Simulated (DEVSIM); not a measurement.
Structure: GaAs p-i-n diode, at 300 K.

Layer 1 from the left is GaAs, thickness (μm) 0.0720, Na (cm⁻³) 6.2e17, τn (s) 2.2e-9, τp (s) 2.2e-9. Layer 2 from the left is GaAs, thickness (μm) 2.90, Nd (cm⁻³) 1.4e13, τn (s) 2.2e-9, τp (s) 2.2e-9. Layer 3 from the left is GaAs, thickness (μm) 0.220, Nd (cm⁻³) 1.6e17, τn (s) 2.2e-9, τp (s) 2.2e-9.

Left contact: ohmic. Right contact: ohmic. Voltage is applied to the left contact. Recombination: SRH at mid-gap, radiative, Auger. Mobility is μmin + (μ − μmin)/(1 + (N/Nref)^α).

Constants are typed, rounded textbook-type inputs, not results; the design itself was drawn at random and stands for no fabricated device. Values at 300 K.

GaAs: gap (eV) 1.424, affinity (eV) 4.07, permittivity 12.9, Nc (cm⁻³) 4.7e17, Nv (cm⁻³) 9e18, μn (cm²/Vs) 8500, μp (cm²/Vs) 400, μn,min 500, μp,min 20, Nref,n 6e16, Nref,p 1.5e17, αn 0.39, αp 0.38, B (cm³/s) 2e-10, Cn (cm⁶/s) 1e-30, Cp (cm⁶/s) 1e-30.

Model (solved in DEVSIM): 1D drift-diffusion, Boltzmann statistics, complete ionisation; no tunnelling, impact ionisation, image-force lowering or self-heating.

Problem. What does the simulation give for the dark forward voltage at 100 A/cm², the potential step across the device at zero bias, the dark forward voltage at 1 A/cm²?

Solution. dark forward voltage at 100 A/cm² 1.114 V; potential step across the device at zero bias 1.327 V; dark forward voltage at 1 A/cm² 0.927 V.
